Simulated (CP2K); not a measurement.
Band structure of BeTe (P6_3mc, 4 atoms in the cell).

```
BeTe
1.0
    3.99664     0.00000     0.00000
   -1.99832     3.46119     0.00000
    0.00000     0.00000     6.58677
Be Te
2 2
Direct
  0.66667   0.33333   0.50043
  0.33333   0.66667   0.00043
  0.66667   0.33333   0.87457
  0.33333   0.66667   0.37457
```

Method: PBEsol, GPW, DZVP-MOLOPT-SR-GTH basis, GTH-PBE potentials (GTH_POTENTIALS) (CP2K).

Settings: CUTOFF = 600 Ry; REL_CUTOFF = 60 Ry; KPOINTS/SCHEME = MONKHORST-PACK 10 10 5; GAMMA_CENTERED = T; XC_FUNCTIONAL = PBE:PBESOL; Be/BASIS_SET = DZVP-MOLOPT-SR-GTH; Be/POTENTIAL = GTH-PBE-q4; Te/BASIS_SET = DZVP-MOLOPT-SR-GTH; Te/POTENTIAL = GTH-PBE-q6; METHOD = GPW; EPS_DEFAULT = 1e-11; EXTRAPOLATION = USE_GUESS; NGRIDS = 5; SCF_GUESS = ATOMIC.

The starting cell comes from a database of computed structures (which also holds hypothetical and non-ambient phases and stackings), without a prior relaxation at this level. Spin-orbit coupling is off. Values carry the incompleteness of an atom-centred basis. The potentials were made for another functional than the one used.

Predict the gap along the standard path and the places of the band edges.

The gap along the path is 2.22 eV, from Γ to M; the smallest direct gap on it is 2.60 eV.

Levels in eV from the top of the valence band on the SCF mesh, bands 7 to 11:
| point | 7 | 8 | 9 | 10 | 11 |
|---|---|---|---|---|---|
| Γ | -1.26 | -0.17 | 0.00 | 0.00 | 2.60 |
| M | -3.87 | -2.72 | -2.40 | -1.23 | 2.22 |
| K | -4.45 | -3.03 | -3.03 | -2.93 | 3.33 |
| A | -0.72 | -0.72 | -0.72 | -0.72 | 3.18 |
| L | -2.10 | -2.10 | -2.10 | -2.10 | 2.73 |
| H | -3.94 | -3.94 | -1.73 | -1.73 | 3.36 |

Higher empty bands are left out: an atom-centred basis made for the valence describes them poorly.
